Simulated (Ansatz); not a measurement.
Amorphous Si24O50Ce, 75 atoms at 2.37 g/cm³, one PBE-relaxed geometry, zone centre. Methods: PBE, scalar-relativistic without spin-orbit coupling (Ansatz, a first-principles code); r2SCAN, scalar-relativistic without spin-orbit coupling (Ansatz); HSE06, scalar-relativistic without spin-orbit coupling (Ansatz). Plane waves to 420 eV (r2SCAN 500 eV); exact exchange is cut at the cell's faces. At PBE the levels at both edges of the gap are localised (band-tail or defect states), and the nearest spread-out levels lie 5.6 eV apart at the zone centre.

It comes from a melt-quench run on a machine-learned potential (CHGNet), relaxed afterwards by DFT. O atoms were pushed apart under 1.9 Å during the dynamics, to hinder bonds among them. The hot cell started wider than the set density and was brought back towards it in steps. It is the lowest in DFT energy of 3 quenches. It is a model cell: composition and starting density were chosen by hand, and all elements were melted together. No dispersion term was used. Its density started from a set value of 2.37 and ended at 2.37 g/cm³. Cooling (nominally 320 K/ps over its main leg) ran many orders faster than in experiment, which tends to leave more defects and strain. Values belong to this one cell and scatter from quench to quench. The volume was held where the preparation left it and the shape relaxed, at a PBE pressure of 2.3 GPa. Stress components on the final sampling reach 2.3 GPa.

The relaxation ran on the zone centre alone. At PBE the gap between localised states is 2.36 eV on a 2×2×2 Γ-centred mesh, and the spacing at the zone centre alone 2.38 eV.

Task: What zone-centre spacing does r2SCAN give, roughly?

Result: 2.71 eV (+0.33 eV against PBE).

Task: What zone-centre spacing does HSE06 give, roughly?

Result: 4.38 eV (+2.00 eV against PBE).

The highest filled and the lowest empty state spread over these numbers of atoms (participation numbers): PBE: 9.5 and 1.1; r2SCAN: 9.0 and 1.1; HSE06: 8.5 and 1.1.
